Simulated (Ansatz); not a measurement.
AlZnInO₄ (model structure, started from the InGaZnO4 type, R3m, No. 160, 7 atoms in the cell): smallest direct gap on the k points sampled by level of theory

No measured value is used here.

```csv
level (code),value (eV)
LDA (Ansatz),1.84
PBE+SOC (Ansatz),1.88
PBEsol+SOC (Ansatz),1.79
r²SCAN+SOC (Ansatz),2.37
HSE06+SOC (Ansatz),…
PBE0 (Ansatz),4.35
r²SCAN0 (Ansatz),…
```

### Question
Some entries are withheld; supply them.

### Answer

- HSE06+SOC (Ansatz, an electronic-structure program), value (eV): 3.62
- r²SCAN0 (Ansatz), value (eV): 4.71

Computed values are for a static lattice. Spin–orbit coupling is included only where a level's name says +SOC; with heavier elements it mostly lowers gaps and can invert bands.  Values are at the PBEsol cell. Cutoffs and k meshes differ between the levels. Ansatz's density-functional and Hartree–Fock values are scalar-relativistic unless marked +SOC, with PAW data made under PBE.

A model structure was made by putting elements into a prototype or built by hand; it is no filed structure, need not be a known phase, and can be a saddle point held by its symmetry.
